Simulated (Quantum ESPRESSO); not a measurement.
Input and output of a self-consistent single point for a (110) slab of Ag (cut from a parent of space group no. 229; 3 atoms in the cell) (Quantum ESPRESSO).

Method of the run: LDA (PZ), GBRV 1.5 ultrasoft (LDA) pseudopotentials (plane waves; Quantum ESPRESSO).

The change in words: vacuum of 3 angstrom (first run: 14 Å). Reference geometry:
```yaml
crystal:
  lattice:
    - [2.88202, 0.00000, 0.00000]
    - [-3.84269, 2.71719, 0.00000]
    - [0.00000, 0.00000, 18.70630]
  atoms:
    - { symbol: Ag, position: [0.00000, 0.00000, 0.37421] }
    - { symbol: Ag, position: [0.00000, 0.50000, 0.50000] }
    - { symbol: Ag, position: [0.00000, 0.00000, 0.62579] }
```

Reference input (self-consistent single point, DFT, LDA (PZ), plane waves, GBRV 1.5 ultrasoft (LDA) pseudopotentials): ecutwfc = 40 Ry; ecutrho = 320 Ry; occupations = smearing; smearing = fd; degauss = 0.0073499 Ry; mixing_mode = local-TF; potentials = {Ag: ag_lda_v1.4.uspp.F.UPF}; K_POINTS = automatic 9 9 1 0 0 0; conv_thr = 1e-10 Ry; mixing_beta = 0.5. This run's input differs from it in these lines:

```diff
@@ -28,7 +28,7 @@
   -3.84268913     2.71719081     0.00000000
-   0.00000000     0.00000000    18.70629800
+   0.00000000     0.00000000     7.70628000
 ATOMIC_POSITIONS {crystal}
-Ag    0.00000000    0.00000000    0.37420600
-Ag    1.00000000    0.50000000    0.50000300
-Ag    0.00000000    0.00000000    0.62579400
+Ag    0.00000000    0.00000000    0.19464600
+Ag    0.00000000    0.50000000    0.50000700
+Ag    0.00000000    0.00000000    0.80535400
 K_POINTS {automatic}
```

Output, abridged:

```
     Self-consistent Calculation

     iteration #  1     ecut=    40.00 Ry     beta= 0.50

     total energy              =    -886.74359315 Ry
     estimated scf accuracy    <       4.38161114 Ry

     iteration #  2     ecut=    40.00 Ry     beta= 0.50

     total energy              =    -886.98207742 Ry
     estimated scf accuracy    <       0.38033830 Ry

     iteration #  3     ecut=    40.00 Ry     beta= 0.50

     total energy              =    -887.04080874 Ry
     estimated scf accuracy    <       0.00804075 Ry

   [... 6 blocks of this kind left out ...]

     iteration # 10     ecut=    40.00 Ry     beta= 0.50

     total energy              =    -887.04134680 Ry
     estimated scf accuracy    <          2.5E-09 Ry

     iteration # 11     ecut=    40.00 Ry     beta= 0.50
     End of self-consistent calculation

     the Fermi energy is    13.2830 ev

!    total energy              =    -887.04134680 Ry
     estimated scf accuracy    <          9.8E-11 Ry
     smearing contrib. (-TS)   =      -0.00231347 Ry
     internal energy E=F+TS    =    -887.03903333 Ry

     convergence has been achieved in  11 iterations

     Forces acting on atoms (cartesian axes, Ry/au):

     atom    1 type  1   force =     0.00000000    0.00000000    0.00306925
     atom    2 type  1   force =     0.00000000    0.00000000   -0.00000615
     atom    3 type  1   force =     0.00000000    0.00000000   -0.00306310

     Total force =     0.004336     Total SCF correction =     0.000096

          total   stress  (Ry/bohr**3)                   (kbar)     P=     -133.31
  -0.00103273  -0.00003349   0.00000000         -151.92       -4.93        0.00
  -0.00003349  -0.00105638   0.00000000           -4.93     -155.40        0.00
   0.00000000   0.00000000  -0.00062960            0.00        0.00      -92.62

   JOB DONE.
```

The run converged in 11 iterations. Against the reference run the free energy falls by 150 meV/atom and the largest force goes from 0.658 to 0.079 eV/Å.

The starting cell comes from a database of computed structures (which also holds hypothetical and non-ambient phases and stackings), without a prior relaxation at this level. The slab is cut from that crystal, and its faces are unrelaxed. Its lattice was rescaled by up to half a per cent.

Cost on one core of a shared machine: roughly 40 s.
